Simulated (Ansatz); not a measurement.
Start from HgSe in the zinc blende structure (space group F-43m, No. 216; a = 6.133 Å).

All numbers come from PBEsol/PAW in Ansatz (a quantum-chemistry and plane-wave program), no spin-orbit coupling.

One change was made to it. Results:

```json
[
 {"quantity": "volume per atom", "base": "28.84 Å³", "after": "21.68 Å³"},
 {"quantity": "band gap", "base": "zero", "after": "zero"}
]
```

Question: Name the change that was made.
A. pressure 75 GPa
B. pressure 30 GPa
C. pressure 15 GPa
D. pressure 7 GPa

Answer: B, pressure 30 GPa. For comparison, the volume per atom in the other runs: pressure 15 GPa gives 24.00 Å³; pressure 75 GPa gives 18.18 Å³; pressure 7 GPa gives 25.98 Å³.

A case with no gap was solved on a k-mesh chosen for an insulator, which is coarse for it. With Hg present, leaving out spin-orbit coupling can change the band edges. Load acts through the strain it causes; cell and atoms are relaxed under it. Whether these cells are dynamically stable was not tested. Tetrahedral semiconductors of this kind turn to denser phases somewhere between about 1 and 50 GPa; those were not computed, so compressed cells here can lie past the real transition. All final runs are without spin polarisation. The zero or small gap of HgSe can change with the level of theory.
